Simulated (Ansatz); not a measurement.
## Gd in the hcp (Mg type) structure (space group P6_3/mmc, No. 194; ferromagnetic)

Space group P6₃/mmc (No. 194); a = b = 3.5654 Å, c = 5.6942 Å, α = β = 90.00°, γ = 120.00°

```tsv
atom	site	symmetry	x	y	z
Gd	2d	-6m2	0.6667	0.3333	0.2500
```

Calculations: PBEsol in Ansatz (plane waves to 420 eV, PAW, without spin-orbit coupling), earlier PAW set. Γ-centred 15×15×8 mesh, Fermi–Dirac width 0.05 eV.

```yaml
volume_per_atom: 31.34 Å³
density: 8.33 g/cm³
band_gap: zero
magnetic_state: ferromagnetic
total_energy: -9228.397 eV/atom (σ→0; compares only within this code and set-up)
```

Other magnetic orders, which the real material may have, were not ruled out. The state of the 4f shell was not checked for lower solutions. Whether these cells are dynamically stable was not tested.

Ansatz is a program for electronic structure.
